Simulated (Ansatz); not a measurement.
For ScAlN₂ (model structure, P3m1, No. 156, 4 atoms in the cell), PBE (Ansatz, a quantum-chemistry and plane-wave program, plane waves, PAW) gives:

| Property | Result |
|---|---|
| lattice parameter a | 3.340 Å |
| lattice parameter c | 5.196 Å |
| bulk modulus B0 | 155 GPa |
| cohesive energy | 5.94 eV/atom |
| band gap | 3.16 eV |

Question: What does r²SCAN (Ansatz, plane waves, PAW) give for the same quantities?

Answer: 
- lattice constant a: 3.322 Å (decreases by 0.5 %)
- lattice parameter c: 5.167 Å (decreases by 0.6 %)
- bulk modulus: 167 GPa (increases by 7.7 %)
- cohesive energy: 5.95 eV/atom (is nearly the same)
- band gap: 3.61 eV (grows by 0.45 eV)

Changes are worked out from the printed values.

Unless a cell is named, each level is at its own relaxed cell (PBE 12.55, r²SCAN 12.35 Å³/atom).

Density-functional gaps are differences of (generalised) Kohn–Sham levels.

Caveats: the bulk modulus is −V dP/dV from two relaxed cells at ±2 % in volume (PBE, r²SCAN). Ansatz's density-functional and Hartree–Fock values are scalar-relativistic unless marked +SOC, with PAW data made under PBE.

A model structure was made by putting elements into a prototype or built by hand; it is no filed structure, need not be a known phase, and can be a saddle point held by its symmetry.
